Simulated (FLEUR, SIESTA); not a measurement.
A FLEUR input for a self-consistent single point of Mg2Pd (I4/mmm, 3 atoms in the cell) (DFT, LDA (Vosko-Wilk-Nusair), all-electron FLAPW (FLEUR), scalar-relativistic valence):

Input of the input generator:

```
Mg2Pd crystal
&input film=f /
-3.0387495283 3.0387495283 9.4539558713
3.0387495283 -3.0387495283 9.4539558713
3.0387495283 3.0387495283 -9.4539558713
1.0
1.0 1.0 1.0

3
12 0.6472200000 0.6472200000 0.0000000000
12 0.3527800000 0.3527800000 0.0000000000
46 0.0000000000 0.0000000000 0.0000000000

&comp jspins=1 /
&exco xctyp='vwn' /
&kpt div1=12 div2=12 div3=12 gamma=t /
&end /
```

```xml
<?xml version="1.0" encoding="UTF-8" standalone="no"?>
<fleurInput fleurInputVersion="0.39">
   <comment>
      Mg2Pd crystal                                                                                       
   </comment>
   <calculationSetup>
      <cutoffs Kmax="4.4" Gmax="13.2" GmaxXC="13.2" numbands="0"/>
      <scfLoop itmax="60" minDistance="0.00001" maxIterBroyd="40" imix="Anderson" alpha="0.05" precondParam="0.0" spinf="2.0"/>
      <coreElectrons ctail="T" frcor="F" kcrel="0" coretail_lmax="0"/>
      <xcFunctional name="vwn" relativisticCorrections="F"/>
      <magnetism jspins="1"/>
      <soc l_soc="F" theta="0.0" phi="0.0" spav="F"/>
      <expertModes spex="0" secvar="F"/>
      <geometryOptimization l_f="T" forcealpha="1.0" forcemix="BFGS" epsdisp="0.00001" epsforce="0.00001"/>
      <ldaU l_linMix="F" mixParam="0.05" spinf="1.0"/>
   </calculationSetup>
   <cell>
      <bzIntegration valenceElectrons="36.0" mode="hist" fermiSmearingEnergy="0.00367493">
         <kPointListSelection listName="default-1"/>
         <!-- k-points included here -->
         <xi:include xmlns:xi="http://www.w3.org/2001/XInclude" href="kpts.xml"> </xi:include>
      </bzIntegration>
      <!-- symmetry operations included here -->
      <xi:include xmlns:xi="http://www.w3.org/2001/XInclude" href="sym.xml"> </xi:include>
      <bulkLattice scale="1.0">
         <bravaisMatrix>
            <row-1>   -3.0387495282999999     3.0387495282999999     9.4539558712999998</row-1>
            <row-2>    3.0387495282999999    -3.0387495282999999     9.4539558712999998</row-2>
            <row-3>    3.0387495282999999     3.0387495282999999    -9.4539558712999998</row-3>
         </bravaisMatrix>
      </bulkLattice>
   </cell>
   <atomSpecies>
      <species name="Magnesium (Mg)" element="Mg" atomicNumber="12">
         <mtSphere radius="1.85" gridPoints="651" logIncrement="0.017"/>
         <atomicCutoffs lmax="8" lnonsphr="6"/>
         <electronConfig flipSpins="F">
            <coreConfig>(1s1/2)</coreConfig>
            <valenceConfig>(2s1/2) (2p1/2) (2p3/2) (3s1/2)</valenceConfig>
         </electronConfig>
         <energyParameters s="3" p="3" d="3" f="4"/>
         <lo type="SCLO" l="0" n="2" eDeriv="0"/>
         <lo type="SCLO" l="1" n="2" eDeriv="0"/>
      </species>
      <species name="Palladium (Pd)" element="Pd" atomicNumber="46">
         <mtSphere radius="2.63" gridPoints="925" logIncrement="0.014"/>
         <atomicCutoffs lmax="10" lnonsphr="8"/>
         <electronConfig flipSpins="F">
            <coreConfig>(1s1/2) (2s1/2) (2p1/2) (2p3/2) (3s1/2) (3p1/2) (3p3/2) (4s1/2) (3d3/2) (3d5/2)</coreConfig>
            <valenceConfig>(4p1/2) (4p3/2) (5s1/2) (4d3/2) (4d5/2)</valenceConfig>
            <stateOccupation state="(5s1/2)" spinUp="0.5" spinDown="0.5"/>
            <stateOccupation state="(4d3/2)" spinUp="1.8" spinDown="1.8"/>
            <stateOccupation state="(4d5/2)" spinUp="2.7" spinDown="2.7"/>
         </electronConfig>
         <energyParameters s="5" p="5" d="4" f="4"/>
         <lo type="SCLO" l="1" n="4" eDeriv="0"/>
      </species>
   </atomSpecies>
   <atomGroups>
      <atomGroup species="Magnesium (Mg)">
         <relPos label="                   1">-.3527800000 -.3527800000 .0000000000</relPos>
         <relPos label="                   2">.3527800000 .3527800000 .0000000000</relPos>
         <force calculate="T" relaxXYZ="TTT"/>
      </atomGroup>
      <atomGroup species="Palladium (Pd)">
         <relPos label="                   3">.0000000000 .0000000000 .0000000000</relPos>
         <force calculate="T" relaxXYZ="TTT"/>
      </atomGroup>
   </atomGroups>
   <output dos="F" band="F" slice="F">
      <checks vchk="F" cdinf="F"/>
      <bandDOS minEnergy="-.5*Htr" maxEnergy="0.5*Htr" sigma="0.015" storeEVData="T"/>
      <vacuumDOS vacdos="F" integ="F" star="F" nstars="0" locx1="0.0" locy1="0.0" locx2="0.0" locy2="0.0" nstm="0" tworkf="0.0"/>
      <unfoldingBand unfoldBand="F" supercellX="1" supercellY="1" supercellZ="1"/>
      <plotting iplot="0" polar="F">
         <plot TwoD="T" vec1="  1.0  0.0  0.0" vec2="  0.0  1.0  0.0" vec3="  0.0  0.0  1.0" zero="  0.0  0.0  0.0" file="plot"/>
      </plotting>
      <chargeDensitySlicing numkpt="0" minEigenval="0.0" maxEigenval="0.0" nnne="0" pallst="F"/>
      <specialOutput eonly="F"/>
      <magneticCircularDichroism mcd="F" energyLo="-10.0" energyUp="0.0"/>
   </output>
  <!-- We include the file relax.xml here to enable relaxations (see documentation) -->
  <xi:include xmlns:xi="http://www.w3.org/2001/XInclude" href="relax.xml"> <xi:fallback/> </xi:include>
</fleurInput>
```

Q: Translate this input to SIESTA.

A: This is the input that was run; spellings and numerical settings could be chosen otherwise.

```
# files in the folder: Mg.psml Pd.psml (PseudoDojo LDA standard)
SystemName  Mg2Pd
SystemLabel siesta

NumberOfAtoms                3
NumberOfSpecies              2
%block ChemicalSpeciesLabel
  1 12 Mg
  2 46 Pd
%endblock ChemicalSpeciesLabel
LatticeConstant              1.0 Ang
%block LatticeVectors
    -1.608037000    1.608037000    5.002818000
     1.608037000   -1.608037000    5.002818000
     1.608037000    1.608037000   -5.002818000
%endblock LatticeVectors
AtomicCoordinatesFormat      Ang
%block AtomicCoordinatesAndAtomicSpecies
     0.000000000   -0.000000000    6.475847732  1
     0.000000000   -0.000000000    3.529788268  1
     0.000000000    0.000000000    0.000000000  2
%endblock AtomicCoordinatesAndAtomicSpecies

XC.functional                LDA
XC.authors                   PW92
PAO.BasisSize                DZP
PAO.EnergyShift              0.01 Ry
MeshCutoff                   400 Ry
%block kgrid.MonkhorstPack
   12   0   0  0.0
    0  12   0  0.0
    0   0  12  0.0
%endblock kgrid.MonkhorstPack
OccupationFunction           FD
ElectronicTemperature        0.1 eV

MaxSCFIterations             150
SCF.Mixer.Method             Pulay
SCF.Mixer.Weight             0.25
SCF.Mixer.History            6
SCF.DM.Tolerance             1.0E-05
Diag.ParallelOverK           true
WriteForces                  true
```

Basis, cutoffs, solver keys and any potentials are the target program's own. This input uses DFT, LDA PW92, numerical atomic orbitals DZP, PseudoDojo LDA standard norm-conserving potentials (rewritten from UPF to PSML). LDA parametrisations can differ slightly between programs.

The starting cell comes from a database of computed structures (which also holds hypothetical and non-ambient phases and stackings), without a prior relaxation at this level. Its lattice was rescaled by a random factor within 2.5 % of one.
